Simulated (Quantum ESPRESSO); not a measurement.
Worked example: self-consistent single point of HfMg14Cd (Amm2, 16 atoms in the cell) in Quantum ESPRESSO.

Method: LDA (PZ), GBRV 1.5 ultrasoft (LDA) pseudopotentials (plane waves; Quantum ESPRESSO 7.5).

```
CELL_PARAMETERS angstrom
     10.15560     0.00000     0.00000
      0.00000     3.17632     5.56109
      0.00000    -3.17632     5.56109
ATOMIC_POSITIONS crystal
  Mg 0.00000 0.16683 0.16683
  Mg 0.00000 0.66664 0.66664
  Mg 0.50000 0.16488 0.67164
  Mg 0.50000 0.67164 0.16488
  Mg 0.00000 0.16718 0.66628
  Mg 0.00000 0.66628 0.16718
  Mg 0.25207 0.33737 0.83099
  Mg 0.74793 0.83099 0.33737
  Mg 0.74793 0.33737 0.83099
  Mg 0.25207 0.83099 0.33737
  Mg 0.25275 0.33291 0.33291
  Mg 0.74725 0.33291 0.33291
  Mg 0.25058 0.83092 0.83092
  Mg 0.74942 0.83092 0.83092
  Hf 0.50000 0.66837 0.66837
  Cd 0.50000 0.16379 0.16379
```

Reference input (self-consistent single point, DFT, LDA (PZ), plane waves, GBRV 1.5 ultrasoft (LDA) pseudopotentials): ecutwfc = 40 Ry; ecutrho = 320 Ry; occupations = smearing; smearing = methfessel-paxton; degauss = 0.0147 Ry; potentials = {Mg: mg_lda_v1.4.uspp.F.UPF, Hf: hf_lda_v1.uspp.F.UPF, Cd: cd_lda_v1.uspp.F.UPF}; K_POINTS = automatic 2 3 3 0 0 0; conv_thr = 1e-10 Ry; mixing_beta = 0.7. This run's input differs from it in these lines:

```diff
@@ -16,3 +16,3 @@
  smearing = 'methfessel-paxton'
- degauss = 0.0147
+ degauss = 0.058799
 /
```

Output, abridged:

```
     Self-consistent Calculation

     iteration #  1     ecut=    40.00 Ry     beta= 0.70

     negative rho (up, down):  1.211E-01 0.000E+00

     total energy              =   -1999.03508016 Ry
     estimated scf accuracy    <      34.68138260 Ry

     iteration #  2     ecut=    40.00 Ry     beta= 0.70

     negative rho (up, down):  1.092E-01 0.000E+00

     total energy              =   -1984.45535651 Ry
     estimated scf accuracy    <     511.53000673 Ry

     iteration #  3     ecut=    40.00 Ry     beta= 0.70

     negative rho (up, down):  1.187E-01 0.000E+00

     total energy              =   -2023.14722102 Ry
     estimated scf accuracy    <      16.25804597 Ry

   [... 11 blocks of this kind left out ...]

     iteration # 15     ecut=    40.00 Ry     beta= 0.70

     negative rho (up, down):  1.319E-01 0.000E+00

     total energy              =   -2023.90759091 Ry
     estimated scf accuracy    <          8.5E-10 Ry

     iteration # 16     ecut=    40.00 Ry     beta= 0.70

     negative rho (up, down):  1.319E-01 0.000E+00
     End of self-consistent calculation

     the Fermi energy is     6.2329 ev

!    total energy              =   -2023.90759091 Ry
     estimated scf accuracy    <          6.1E-11 Ry
     smearing contrib. (-TS)   =      -0.01404225 Ry
     internal energy E=F+TS    =   -2023.89354866 Ry

     convergence has been achieved in  16 iterations

     negative rho (up, down):  1.319E-01 0.000E+00

     Forces acting on atoms (cartesian axes, Ry/au):

     atom    1 type  1   force =     0.00000000    0.00000000   -0.00012606
     atom    2 type  1   force =     0.00000000    0.00000000    0.00012533
     atom    3 type  1   force =     0.00000000   -0.00119665    0.00038773
     atom    4 type  1   force =     0.00000000    0.00119665    0.00038773
     atom    5 type  1   force =     0.00000000   -0.00023842    0.00041586
   [... lines left out ...]
     Total force =     0.014802     Total SCF correction =     0.000035
   [... lines left out ...]

     negative rho (up, down):  1.319E-01 0.000E+00
          total   stress  (Ry/bohr**3)                   (kbar)     P=      -26.11
  -0.00014388   0.00000000   0.00000000          -21.17        0.00        0.00
   0.00000000  -0.00020358  -0.00000000            0.00      -29.95       -0.00
   0.00000000   0.00000000  -0.00018508            0.00        0.00      -27.23

   JOB DONE.
```

The run converged in 16 iterations. Against the reference run the free energy goes down by 5.1 meV/atom, the pressure hardly changes (-2.58 to -2.61 GPa) and the largest force goes from 0.162 to 0.150 eV/Å.

The starting cell comes from a database of computed structures (which also holds hypothetical and non-ambient phases and stackings), without a prior relaxation at this level.

Cost on one core of a shared machine: roughly 6 min.
